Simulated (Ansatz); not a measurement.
Start from KMgF$_{3}$ in the cubic perovskite structure (space group Pm-3m, No. 221; a = 3.9913 Å).

Calculations: plane-wave PAW DFT at the PBEsol level (Ansatz, a program for electronic structure, 420 eV), without spin-orbit coupling.

Strains are applied to the cell and any free atomic positions relax.

One change was made to it. Results:

```csv
quantity,base,after
smallest direct gap,7.44 eV,7.57 eV
pressure,0.01 GPa,1.36 GPa
energy relative to the base (free energy F),0 meV/atom,+1.0 meV/atom
gap character,"indirect, R → Γ","indirect, R → Γ"
band gap,7.12 eV,7.25 eV
```

Q: Which of these changes matches the shifts?
A. isotropic strain −3.00 %
B. isotropic strain −1.20 %
C. isotropic strain −2.40 %
D. isotropic strain −1.80 %
E. isotropic strain −0.60 %

A: E, isotropic strain −0.60 %. For comparison, the band gap in the other runs: isotropic strain −1.80 % gives 7.53 eV; isotropic strain −1.20 % gives 7.39 eV; isotropic strain −2.40 % gives 7.67 eV; isotropic strain −3.00 % gives 7.82 eV.

No phonon test of stability was made.
